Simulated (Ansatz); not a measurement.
Base system: LiNbO3 (space group R3c, No. 161).

```xyz
10
Lattice="2.5337 1.4629 4.5624 -2.5337 1.4629 4.5624 0.0000 -2.9257 4.5624" Properties=species:S:1:pos:R:3 pbc="T T T"
Li     0.0000     0.0000     3.8481
Li     0.0000     0.0000    10.6917
Nb     0.0000     0.0000    13.6533
Nb     0.0000     0.0000     6.8097
O     -0.6593    -1.4089     5.4222
O      1.5498     0.1335     5.4222
O     -0.8905     1.2754     5.4222
O     -1.6432    -0.1874     7.7034
O      0.6593     1.5168     7.7034
O      0.9839    -1.3293     7.7034
```

Cartesian axes are those of the cell as printed.

Structures relaxed with LDA in Ansatz (plane waves to 420 eV, PAW, spin-orbit coupling left out).

Base:

Simulated powder pattern, Co Kα, λ = 1.79026 Å (kinematic, ideal powder, no thermal factors, no anomalous dispersion; the 14 strongest lines at most, above 2 %, up to 2θ = 90°):

```
2θ (°)  I/Imax (%)       hkl
------  ----------  --------
28.05          100     (012)
38.75           39     (104)
41.38           22     (110)
46.21          3.5     (006)
47.67          7.7     (113)
50.73           13     (202)
57.97           17     (024)
63.74           26     (116)
67.46           15     (122)
68.33          7.6     (018)
73.70           14     (214)
75.46           12     (300)
83.12          5.2     (208)
86.48          4.9  (1 0 10)
```

Modification: the cell is stretched by 3.00 % along z with no lateral relaxation; the atoms relax in the strained cell.

After the change:

Simulated powder pattern, Co Kα, λ = 1.79026 Å (kinematic, ideal powder, no thermal factors, no anomalous dispersion; the 14 strongest lines at most, above 2 %, up to 2θ = 90°):

| 2θ (°) | d (Å) | I/Imax (%) | hkl |
|---|---|---|---|
| 27.80 | 3.726 | 100 | (012) |
| 38.02 | 2.748 | 39 | (104) |
| 41.38 | 2.534 | 22 | (110) |
| 44.79 | 2.350 | 3.8 | (006) |
| 47.33 | 2.230 | 7.4 | (113) |
| 50.59 | 2.095 | 12 | (202) |
| 57.44 | 1.863 | 18 | (024) |
| 62.61 | 1.723 | 27 | (116) |
| 66.37 | 1.635 | 7.8 | (018) |
| 67.34 | 1.615 | 14 | (122) |
| 73.23 | 1.501 | 14 | (214) |
| 75.46 | 1.463 | 11 | (300) |
| 81.31 | 1.374 | 5.3 | (208) |
| 83.66 | 1.342 | 5.1 | (1 0 10) |

The indices refer to the base's conventional cell; one index is shown for lines that coincide.

No phonon test of stability was made.

Ansatz is a first-principles code.
